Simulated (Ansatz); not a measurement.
**Alloy series in hypothetical zinc blende BiB**

The parent structure is BiB in the zinc blende structure (space group F-43m, No. 216; a hypothetical phase, not in the database extracts checked).

BiB is taken in the cubic space group F-43m (No. 216), the zinc blende structure, Pearson symbol cF8. Cell: a = b = c = 5.4567 Å, α = β = γ = 90.00°. Bi on 4c sees 4 B at 2.363 Å (tetrahedral). B on 4a has 4 Bi at 2.363 Å (tetrahedral). (Neighbours: up to the widest gap in distance over summed covalent radii, below 1.35, at either atom; cation-cation and far metal-metal contacts left out.)
(The calculation used a cell of 2 atoms; values per cell refer to that cell.)

The other end (x = 1) is BP in the zinc blende structure (space group F-43m, No. 216): 11.54 Å³/atom, gap 1.11 eV.

P replaces a fraction x of Bi; each row is one arrangement (x, atoms in the cell, starting space group or random), fully relaxed.

Levels (all Ansatz, a program for electronic structure, PAW, earlier PAW set): PBEsol (420 eV, without spin-orbit coupling); r2SCAN (500 eV, scalar-relativistic without spin-orbit coupling); PBEsol+SOC (420 eV, noncollinear with spin-orbit coupling).

Band gaps by level, all at the geometries relaxed with PBEsol:

```csv
case,PBEsol,r2SCAN,PBEsol+SOC
base,0.43 eV,0.52 eV,0.24 eV
"x(P) = 0.25, 8 atoms, Pmm2",zero,zero,zero
"x(P) = 0.333, 6 atoms, I-4m2",zero,zero,zero
"x(P) = 0.667, 6 atoms, P3m1",zero,zero,zero
"x(P) = 0.667, 6 atoms, I-4m2",zero,zero,zero
```

Single points use the geometry relaxed with PBEsol. Differences between runs with and without spin-orbit coupling are approximate. These are small ordered cells, not random alloys; other orderings at the same x differ. With Bi present, leaving out spin-orbit coupling can change the band edges. Whether these cells are dynamically stable was not tested. The runs without spin-orbit coupling are not spin-polarised. Gaps under 0.05 eV, about the width of the smearing, are given as zero. The zero or small gap of Bi3B4P, Bi2B3P, BiB3P2 and BiB can change with the level of theory.
